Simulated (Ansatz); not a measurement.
SiC (model structure, started from the BN type, Pm-3n, No. 223, 12 atoms in the cell) was calculated with LDA in Ansatz (plane waves, PAW).

Settings: plane-wave cutoff 520 eV, 6×6×6 k mesh, Fermi–Dirac smearing 0.01 eV, scalar-relativistic PAW data made under PBE.

Cell (relaxed with PBEsol):

```xyz
12
Lattice="5.3313 0.0000 0.0000 0.0000 5.3313 0.0000 0.0000 0.0000 5.3313" Properties=species:S:1:pos:R:3 pbc="T T T"
Si     1.3328     0.0000     2.6656
Si     2.6656     1.3328     0.0000
Si     2.6656     3.9985     0.0000
Si     3.9985     0.0000     2.6656
Si     0.0000     2.6656     3.9985
Si     0.0000     2.6656     1.3328
C      1.3328     2.6656     0.0000
C      0.0000     1.3328     2.6656
C      0.0000     3.9985     2.6656
C      3.9985     2.6656     0.0000
C      2.6656     0.0000     3.9985
C      2.6656     0.0000     1.3328
```

Task: Predict the band gap, smallest direct gap on the k points sampled and direct gap at Γ.

Result: 
- band gap = 1.70 eV (indirect)
- smallest direct gap on the k points sampled = 1.87 eV
- direct gap at Γ = 2.76 eV

Note: the relaxation could raise the start's symmetry but not lower it, so the cell can be a saddle point; cell and atoms aren't relaxed at this level (pressure -3.5 GPa).

Cost on a shared machine: around 17 core-seconds (rough).

A model structure was made by putting elements into a prototype or built by hand; it is no filed structure, need not be a known phase, and can be a saddle point held by its symmetry.

Ansatz is an electronic-structure program.
